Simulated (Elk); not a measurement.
Input and output of a self-consistent single point for Hf3Co (Pm-3m, 4 atoms in the cell) (Elk).

Method of the run: LDA (PW92), spin-orbit coupling in second variation, all-electron FP-LAPW, Elk's shipped species files, default APW+lo basis run with Elk 10.2.4.

```
CELL_PARAMETERS angstrom
      4.24227     0.00000     0.00000
      0.00000     4.24227     0.00000
      0.00000     0.00000     4.24227
ATOMIC_POSITIONS crystal
  Hf 0.00000 0.50000 0.50000
  Hf 0.50000 0.00000 0.50000
  Hf 0.50000 0.50000 0.00000
  Co 0.00000 0.00000 0.00000
```
Moments meant for the start (each program seeds them in its own way; μB, in the order of the atoms Hf Hf Hf Co): 0.0 0.0 0.0 3.0.

Reference input (self-consistent single point, DFT, LDA (PW92), all-electron FP-LAPW, Elk's shipped species files, default APW+lo basis): xctype = 3; spinpol = true; rgkmax = 7; stype = 0; swidth = 0.00367493 Ha; ngridk = 6 6 6; reducebf = 0.7; rmtscf = 0.95; nempty = 10 per atom; bfcmt = [[0.0, 0.0, 0.0], [0.0, 0.0, 0.0], [0.0, 0.0, 0.0], [0.0, 0.0, -3.0]]. This run's input differs from it in these lines:

```diff
@@ -7,2 +7,5 @@
 spinpol
+  .true.
+
+spinorb
   .true.
@@ -17,2 +20,5 @@
   0.95
+
+lmaxi
+  3
```

Log, with long lists cut:

```
│ Self-consistent loop started │
│ Loop number : 1 │
 total energy                :     -46642.6050171
 total moment                :  -0.6601015503E-19 -0.5654035358E-19   1.406962283
│ Loop number : 2 │
 total energy                :     -46643.4029443
 total moment                :  -0.2304470164E-20 -0.3859997474E-20   1.481514826
RMS change in Kohn-Sham potential (target) :   0.2410229992     (  0.1000000000E-05)
Absolute change in total energy (target)   :   0.7979271330     (  0.1000000000E-03)
│ Loop number : 3 │
 total energy                :     -46645.8479027
   [... lines left out ...]
 total energy                :     -46657.5966946
 total moment                :   0.2244439532E-21 -0.6551896510E-21 -0.2196013449E-03
RMS change in Kohn-Sham potential (target) :   0.1670734333E-05 (  0.1000000000E-05)
Absolute change in total energy (target)   :   0.5240319297E-05 (  0.1000000000E-03)
│ Loop number : 29 │
 total energy                :     -46657.5966942
 total moment                :   0.1192588393E-22 -0.7898191926E-22  0.5205949580E-03
RMS change in Kohn-Sham potential (target) :   0.1941119973E-06 (  0.1000000000E-05)
Absolute change in total energy (target)   :   0.1749918738E-05 (  0.1000000000E-03)
Convergence targets achieved

│ Loop number : 30 │

Energies :
 Fermi                       :     0.319235184889
 xc effective B-field        :    -0.647673962190E-07
 external B-field            :      0.00000000000
 total energy                :     -46657.5966997
 (external B-field energy excluded from total)

Density of states at Fermi energy :    202.7242781
 (states/Hartree/unit cell)

Estimated indirect band gap :   0.1405934022E-02
 from k-point      1 to k-point      9
Estimated direct band gap   :   0.1410932687E-02
 at k-point     22

Charges :
 core                        :    150.0000000
 valence                     :    93.00000000
 interstitial                :    6.602288201
 muffin-tins (core leakage)
  species :    1 (Hf)
   atom    1                 :    70.19565980     (  0.9955932043E-06)
   [... lines left out ...]
   atom    3                 :  -0.5117537411E-24 -0.1007790462E-21  0.5288546603E-05
  species :    2 (Co)
   atom    1                 :   0.1095849430E-23 -0.6087712065E-22  0.5483489824E-03
 total in muffin-tins        :   0.3137538900E-22 -0.1175430228E-22  0.6172198155E-03
 total moment                :   0.8295873528E-21 -0.2080699051E-21  0.5853299925E-03

│ Self-consistent loop stopped │
```

The run converged in 30 iterations. The count includes the last loop, which Elk runs after its targets are met. 

The starting cell comes from a database of computed structures (which also holds hypothetical and non-ambient phases and stackings), without a prior relaxation at this level. The starting moments vanished: the run ended non-magnetic, which need not be the lowest state. Values depend on the basis (sphere radii, cutoffs, local orbitals), which need not be converged. The log's line on a gap gives a spacing of levels on this mesh, which the program prints for metals too.

Cost on one core of a shared machine: roughly 5 min.
